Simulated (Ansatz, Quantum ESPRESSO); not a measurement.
**One structure in several programs: CdAu (P-6m2, 2 atoms in the cell)**

Self-consistent single point.

```
CdAu
1.0
    3.09033     0.00000     0.00000
   -1.54516     2.67630     0.00000
    0.00000     0.00000     4.60128
Cd Au
1 1
Cartesian
  0.00000   0.00000   0.00000
  0.00000   1.78420   2.30064
```

Shared settings, as Ansatz (a program for electronic structure) writes them: kpoints.mp_grid.grid = 8 8 5; magnetization.spin_orbit = true; scf.occupations.method = fermi_dirac; scf.occupations.width = 0.1 eV. Potentials and cutoffs stand in the table.

```
code                                                                                                             model  pressure (GPa)   cutoff
----------------  ----------------------------------------------------------------------------------------------------  --------------  -------
Ansatz                                                        PBEsol with spin-orbit coupling, PAW files made with PBE           -4.84  default
Quantum ESPRESSO  PBEsol, spin-orbit coupling, PseudoDojo fully relativistic norm-conserving (PBESOL) pseudopotentials           -4.50   105 Ry
```

The spread over the programs that give each value: pressure within 0.34 GPa.

Ansatz's pressure is given at a fixed set of plane waves, as the other plane-wave codes print theirs; with its correction for the finite basis it is -4.66 GPa.

The starting cell comes from a database of computed structures (which also holds hypothetical and non-ambient phases and stackings), without a prior relaxation at this level.

Left out of this page: ABINIT (failed or unconverged); Elk, FLEUR and SIESTA (not drawn, or without a comparable value).

Keys are those of Ansatz 0.2.
